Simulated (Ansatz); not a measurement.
**Cs2AgBiBr6 under a change: uniaxial stress, 1 GPa tension along z**

Start from Cs2AgBiBr6 (space group Fm-3m, No. 225; a = 11.1873 Å). Axes: x, y, z lie along the cube axes.

Perturbation: uniaxial stress, 1 GPa tension along z, with the cell and atoms free to relax against it.

Computed with PBEsol (Ansatz, a program for electronic structure; PAW; 420 eV plane waves; without spin-orbit coupling). k-mesh 5×5×5 (Γ-centred); smearing 0.05 eV (Fermi–Dirac).

| quantity | base | changed | shift |
|---|---|---|---|
| volume per atom | 35.00 Å³ | 35.66 Å³ | +0.66 Å³ |
| space group | Fm-3m (No. 225) | I4/mmm (No. 139) | – |
| shortest interatomic distance | 2.753 Å | 2.709 Å | -0.044 Å |
| energy relative to the base (free energy F) | 0 meV/atom | +4.3 meV/atom | +4.3 meV/atom |
| band gap | 1.10 eV | 1.01 eV | -0.09 eV |
| gap character | – | indirect, X → N | – |
| smallest direct gap | 2.23 eV | 2.18 eV | -0.05 eV |
| hole mass | 0.17 mₑ along k, 0.69 mₑ across (at X) | 0.17 mₑ along x, 0.34 mₑ along y, 1.7 mₑ along z (at X) | – |
| strain response (xx, yy, zz) | – | (−0.84, −0.84, +3.61) % | – |

With Bi present, leaving out spin-orbit coupling can change the band edges. Masses are band curvatures over ±0.01 Å⁻¹ around the edge. Along k means along the line from Γ to the band edge. Stability under load was not tested beyond the relaxation. Labels are those of the standard path for the cell's own space group.
